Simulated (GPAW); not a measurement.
## Input and output of a self-consistent single point for Nb6GePt (Pm-3, 8 atoms in the cell) (GPAW)

Computed with LDA (Perdew-Wang 92), GPAW PAW datasets LDA (gpaw-data 1.0.1) (plane waves; GPAW).

Input as run:

```python
from ase import Atoms
from ase.units import GPa
from gpaw import GPAW, PW

atoms = Atoms(['Nb', 'Nb', 'Nb', 'Nb', 'Nb', 'Nb', 'Ge', 'Pt'],
              cell=[[5.066249, 0.000000, 0.000000],
                    [0.000000, 5.066249, 0.000000],
                    [0.000000, 0.000000, 5.066249]],
              scaled_positions=[[0.000000, 0.500000, 0.749890],
                                [0.000000, 0.500000, 0.250110],
                                [0.749890, 0.000000, 0.500000],
                                [0.250110, 0.000000, 0.500000],
                                [0.500000, 0.749890, 0.000000],
                                [0.500000, 0.250110, 0.000000],
                                [0.000000, 0.000000, 0.000000],
                                [0.500000, 0.500000, 0.500000]],
              pbc=True)

calc = GPAW(mode=PW(550),
            xc='LDA',
            kpts=(5, 5, 5),
            occupations={'name': 'methfessel-paxton', 'width': 0.1, 'order': 0},
            nbands=-16,
            convergence={'forces': 0.001},
            symmetry={'symmorphic': False, 'tolerance': 0.0005},
            maxiter=100)

atoms.calc = calc

energy = atoms.get_potential_energy()
print('Energy (eV):', round(energy, 6))
forces = atoms.get_forces()
print('Forces (eV/Ang):')
print(forces.round(5))
stress = atoms.get_stress()
print('Stress (GPa, Voigt):', (stress / GPa).round(4))
```

Output, abridged:

```
Input parameters:
  convergence: {forces: 0.001}
  kpts: [5 5 5]
  maxiter: 100
  mode: {ecut: 550.0,
         name: pw}
  nbands: -16
  occupations: {name: methfessel-paxton,
                order: 0,
                width: 0.1}
  symmetry: {symmorphic: False,
             tolerance: 0.0005}

species:
  Nb:
    name: Niobium
    Z: 41.0
    valence: 13
    core: 28
    charge: 0.0
    file: Nb.LDA.gz

    # Using partial waves for Nb as LCAO basis

  Ge:
    name: Germanium
    Z: 32.0
    valence: 4
    core: 28
    charge: 0.0
    file: Ge.LDA.gz

    # Using partial waves for Ge as LCAO basis

  Pt:
    name: Platinum
    Z: 78.0
    valence: 16
    core: 62
    charge: 0.0
    file: Pt.LDA.gz

    # Using partial waves for Pt as LCAO basis

Reference energy: -1179887.746934  # eV

Spin-paired calculation

Convergence criteria:
 Maximum [total energy] change in last 3 cyles: 0.0005 eV / valence electron
 Maximum integral of absolute [dens]ity change: 0.0001 electrons / valence electron
 Maximum integral of absolute [eigenst]ate change: 4e-08 eV^2 / valence electron
 Maximum change in the atomic [forces] across last 2 cycles: 0.001 eV/Ang OR
Maximum error relative to the maximum force is below inf
 Maximum number of scf [iter]ations: 100

Symmetries present (total): 24
Symmetries with fractional translations: 0
125 k-points: 5 x 5 x 5 Monkhorst-Pack grid
11 k-points in the irreducible part of the Brillouin zone
       k-points in crystal coordinates                weights
   0:     0.00000000    0.00000000    0.00000000          1/125
   1:     0.20000000    0.00000000    0.00000000          6/125
   2:     0.20000000    0.20000000    0.00000000         12/125
   [... 8 lines left out ...]

Wave functions: Plane wave expansion
  Cutoff energy: 550.000 eV
  Number of coefficients (min, max): 3791, 3823
  Pulay-stress correction: 0.000000 eV/Ang^3 (de/decut=0.000000)

Occupation numbers: Methfessel-Paxton:
  width: 0.1000  # eV
  order: 0

Eigensolver

Densities:
  Coarse grid: 28*28*28 grid
  Fine grid: 56*56*56 grid
  Total Charge: 0.000000

Density mixing:
  Method: separate
  Backend: pulay
  Linear mixing parameter: 0.05
  old densities: 5
  Damping of long wavelength oscillations: 50

Hamiltonian:
  XC and Coulomb potentials evaluated on a 56*56*56 grid
  External potential:
    NoExternalPotential

Number of atoms: 8
Number of atomic orbitals: 94
Number of bands in calculation: 65
Number of valence electrons: 98
Bands to converge: occupied

Density initialized from atomic densities
  65 bands from LCAO basis set

Atomic positions and initial magnetic moments

Positions:
   0 Nb     0.000000    2.533125    3.799129    ( 0.0000,  0.0000,  0.0000)
   1 Nb     0.000000    2.533125    1.267120    ( 0.0000,  0.0000,  0.0000)
   2 Nb     3.799129    0.000000    2.533125    ( 0.0000,  0.0000,  0.0000)
   3 Nb     1.267120    0.000000    2.533125    ( 0.0000,  0.0000,  0.0000)
   4 Nb     2.533125    3.799129    0.000000    ( 0.0000,  0.0000,  0.0000)
   5 Nb     2.533125    1.267120    0.000000    ( 0.0000,  0.0000,  0.0000)
   6 Ge     0.000000    0.000000    0.000000    ( 0.0000,  0.0000,  0.0000)
   7 Pt     2.533125    2.533125    2.533125    ( 0.0000,  0.0000,  0.0000)

Unit cell:
           periodic     x           y           z      points  spacing
  1. axis:    yes    5.066249    0.000000    0.000000    28     0.1809
  2. axis:    yes    0.000000    5.066249    0.000000    28     0.1809
  3. axis:    yes    0.000000    0.000000    5.066249    28     0.1809

  Lengths:   5.066249   5.066249   5.066249
  Angles:   90.000000  90.000000  90.000000

Effective grid spacing dv^(1/3) = 0.1809

     iter     time        total  log10-change:
                         energy   eigst   dens  force
iter:   1 --:--:--   -89.929114
iter:   2 --:--:--   -88.888358   -1.10  -1.16
iter:   3 --:--:--   -85.939888   -0.89  -1.18
iter:   4 --:--:--   -85.102023   -1.42  -1.39
iter:   5 --:--:--   -85.018839   -1.05  -1.59
iter:   6 --:--:--   -84.889404   -1.97  -1.99
iter:   7 --:--:--   -84.688813   -2.21  -2.04
iter:   8 --:--:--   -84.677801   -2.58  -2.35
iter:   9 --:--:--   -84.669165c  -2.75  -2.45
iter:  10 --:--:--   -84.660713c  -3.70  -2.76
iter:  11 --:--:--   -84.661149c  -3.70  -3.00
iter:  12 --:--:--   -84.660331c  -4.58  -3.01
iter:  13 --:--:--   -84.660100c  -4.50  -3.12
iter:  14 --:--:--   -84.660081c  -5.93  -3.31
iter:  15 --:--:--   -84.660073c  -5.24  -3.34
iter:  16 --:--:--   -84.660215c  -4.95  -3.43
iter:  17 --:--:--   -84.660113c  -5.13  -3.51
iter:  18 --:--:--   -84.660122c  -5.91  -3.66
iter:  19 --:--:--   -84.660091c  -5.76  -3.79
iter:  20 --:--:--   -84.660092c  -6.47  -4.29c
iter:  21 --:--:--   -84.660086c  -6.51  -4.43c
iter:  22 --:--:--   -84.660088c  -7.45c -4.65c
iter:  23 --:--:--   -84.660089c  -7.97c -4.76c -2.68
iter:  24 --:--:--   -84.660089c  -8.19c -4.87c -3.09c

Converged after 24 iterations.

Dipole moment: (-0.000000, -0.000000, -0.000000) |e|*Ang

Energy contributions relative to reference atoms: (reference = -1179887.746934)

Kinetic:        +20.819843
Potential:      -42.375254
External:        +0.000000
XC:             -62.117776
Entropy (-ST):   -0.054001
Local:           -0.959901
SIC:             +0.000000
--------------------------
Free energy:    -84.687089
Extrapolated:   -84.660089

Showing only first 2 kpts
 Kpt  Band  Eigenvalues  Occupancy
  0    47     12.21687    1.79314
  0    48     12.21687    1.79314
  0    49     12.21687    1.79314
  0    50     12.22403    1.75435

  1    47     12.08906    1.99786
  1    48     12.21821    1.78628
  1    49     12.23501    1.68549
  1    50     12.43013    0.07949

Fermi level: 12.30613

No gap
No difference between direct/indirect transitions
Energy (eV): -84.660089

Forces in eV/Ang:
  0 Nb    0.00000    0.00000   -0.22143
  1 Nb    0.00000    0.00000    0.22143
  2 Nb   -0.22143    0.00000    0.00000
  3 Nb    0.22143    0.00000    0.00000
  4 Nb    0.00000   -0.22143    0.00000
  5 Nb    0.00000    0.22143    0.00000
  6 Ge    0.00000    0.00000   -0.00000
  7 Pt   -0.00000   -0.00000   -0.00000

Stress tensor:
    -0.009012     0.000000     0.000000
     0.000000    -0.009012     0.000000
     0.000000     0.000000    -0.009012
Stress (GPa, Voigt): [-1.4438 -1.4438 -1.4438  0.      0.      0.    ]
```

The run converged in 24 iterations. GPAW prints stress with tension positive.

The starting cell comes from a database of computed structures (which also holds hypothetical and non-ambient phases and stackings), without a prior relaxation at this level. Its lattice was rescaled by a random factor within 2.5 % of one. Spin-orbit coupling is off. Spin polarisation is off.

Cost on one core of a shared machine: roughly 50 s.
